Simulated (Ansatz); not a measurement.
ZnSe (model structure, started from the BeO type, P4₂/mnm, No. 136, 8 atoms in the cell) was calculated with r²SCAN+SOC (Ansatz, a program for electronic structure, plane waves, PAW).

Run with plane-wave cutoff 560 eV, 6×6×8 k mesh (along the axes of the cell as run), Fermi–Dirac smearing 0.01 eV, PAW data made under PBE.

Cell (relaxed with PBEsol):

ZnSe is modelled in the tetragonal space group P4₂/mnm (No. 136), Pearson symbol tP8. Cell: a = b = 6.8602 Å, c = 4.0014 Å, α = β = γ = 90.00°. Zn on 4g has 4 Se at 2.417–2.473 Å. Se on 4f sees 4 Zn at 2.417–2.473 Å. (Neighbours: up to the widest gap in distance over summed covalent radii, below 1.35, at either atom; cation-cation and far metal-metal contacts left out.)

Question: Estimate the band gap that the calculation returns.

Answer: 
* **band gap**: 1.96 eV (direct)

Note: the relaxation could raise the start's symmetry but not lower it, so the cell can be a saddle point; cell and atoms aren't relaxed at this level (pressure 1.0 GPa).

Computed values are for the static lattice.

A model structure was made by putting elements into a prototype or built by hand; it is no filed structure, need not be a known phase, and can be a saddle point held by its symmetry.
